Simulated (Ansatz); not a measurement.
Fluorite NiSi2, treated with PBE-D3(BJ) in Ansatz (plane waves, PAW).

Numerical settings: plane-wave cutoff 520 eV, 20×20×20 k mesh, Fermi–Dirac smearing 0.072 eV (set by the program), no spin polarisation, scalar-relativistic PAW data made under PBE.

Cell (relaxed at this level):

Space group Fm-3m (No. 225); a = b = c = 5.381 Å, α = β = γ = 90.00°

```json
[
 {"atom": "Si", "site": "8c", "symmetry": "-43m", "x": "0.2500", "y": "0.2500", "z": "0.2500"},
 {"atom": "Ni", "site": "4a", "symmetry": "m-3m", "x": "0.0000", "y": "0.0000", "z": "0.0000"}
]
```
(The calculation used a cell of 3 atoms; values per cell refer to that cell.)

Question: Give the computed elastic constant C44, polycrystal shear modulus (Hill average), elastic constant C12 and elastic constant C11.

Answer: 
- elastic constant C44 = 79.1 GPa
- polycrystal shear modulus (Hill average) = 51.0 GPa
- elastic constant C12 = 142 GPa
- elastic constant C11 = 194 GPa

Note: the dispersion coefficients are held fixed in the derivatives.

Elastic constants are with the ions relaxed.

Computing time: around 13 core-minutes (rough).

Ansatz is a first-principles code.
